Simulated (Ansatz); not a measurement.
Take Nb in the bcc (W type) structure (space group Im-3m, No. 229; relaxed with 0.1 eV smearing) as the base.

```yaml
crystal:
  lattice:
    - [-1.63646, 1.63646, 1.63646]
    - [1.63646, -1.63646, 1.63646]
    - [1.63646, 1.63646, -1.63646]
  atoms:
    - { symbol: Nb, position: [0.00000, 0.00000, 0.00000] }
```

All numbers come from DFT with PBEsol, PAW potentials and a 420 eV plane-wave cutoff in Ansatz (a first-principles code), no spin-orbit coupling.

Base values:

The pressure comes out as 0.0 GPa.

It is then changed as follows: an isotropic linear strain of −2.50 %, atoms relaxed at fixed cell.

Predict the new energy relative to the base.

The energy rises by 59 meV/atom.

Predict the new pressure.

The pressure goes from zero to 15.8 GPa.

No phonon test of stability was made. All final runs are without spin polarisation.
